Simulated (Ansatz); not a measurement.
## CdS, response to strain

Start from CdS in the wurtzite structure (space group P6_3mc, No. 186; a = 4.196 Å, c = 6.830 Å). Axes: x lies along a and z along c of the hexagonal cell.

Strains are applied to the cell and any free atomic positions relax; under biaxial strain the out-of-plane vector relaxes too.

All numbers come from DFT with PBE, PAW potentials and a 420 eV plane-wave cutoff in Ansatz (a quantum-chemistry and plane-wave program), no spin-orbit coupling.

```tsv
biaxial strain, plane normal [001], relaxed out of plane (%)	out-of-plane strain (%)
0	0.00
0.6	-0.53
1.2	-1.05
1.8	?
2.4	-2.07
3	-2.62
```

Task: Fit ε⊥ = −νε + γε² (strains in %) to the rows shown and predict the withheld row.

Result: Least squares on the printed values gives ν = 0.87 (the biaxial Poisson response) and γ = 0.000 (largest residual 0.02 %); this predicts -1.57 %, and the run gives -1.58 %, in agreement.

No phonon test of stability was made.
